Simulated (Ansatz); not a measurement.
This Ansatz (a quantum-chemistry and plane-wave program) input is the reference run, MgS in the rock salt structure (space group Fm-3m, No. 225), computed with DFT with r2SCAN, PAW potentials and a 500 eV plane-wave cutoff in Ansatz, no SOC, earlier PAW set:

Ansatz 0.2 input:
```yaml
crystal:
  lattice:
    - [0, 2.6025606891, 2.6025606891]
    - [2.6025606891, 0, 2.6025606891]
    - [2.6025606891, 2.6025606891, 0]
  atoms:
    - { symbol: S, position: [0, 0, 0] }
    - { symbol: Mg, position: [0.5, 0.5, 0.5] }
basis: { ecutwfc: 500, ecutrho_ratio: 4, xc_grid: 4, fft_grid_basis: typed }
kpoints: { mp_grid: { grid: [11, 11, 11] } }
hamiltonian:
  xc: r2scan
  dispersion: none
  pseudopotentials: { azcp: { folder: ./paw }, kind: paw }
scf: { occupations: { method: fermi_dirac, width: 0.05 }, convergence: { dr2_threshold: 0.0000000002 } }
output: { forces: true, stress: true }
```

Problem. Write the input for this change: tensor shear ε_xy = +2.92 % (engineering shear γ = 0.0584); the atoms relax in the strained cell.

Solution. 
Ansatz 0.2 input:
```yaml
crystal:
  lattice:
    - [0.0759947721, 2.6025606891, 2.6025606891]
    - [2.6025606891, 0.0759947721, 2.6025606891]
    - [2.6785554612, 2.6785554612, 0]
  atoms:
    - { symbol: S, position: [0, 0, 0] }
    - { symbol: Mg, position: [0.5, 0.5, 0.5] }
basis: { ecutwfc: 500, ecutrho_ratio: 4, xc_grid: 4, fft_grid_basis: typed }
kpoints: { mp_grid: { grid: [11, 11, 11] } }
hamiltonian:
  xc: r2scan
  dispersion: none
  pseudopotentials: { azcp: { folder: ./paw }, kind: paw }
scf: { occupations: { method: fermi_dirac, width: 0.05 }, convergence: { dr2_threshold: 0.0000000002 } }
relax: { f_tol: 0.005, max_steps: 50 }
output: { forces: true, stress: true }
checkpoint: { write: state.ck, write_every: 1000 }
```
This is the input that was run.

No phonon test of stability was made.
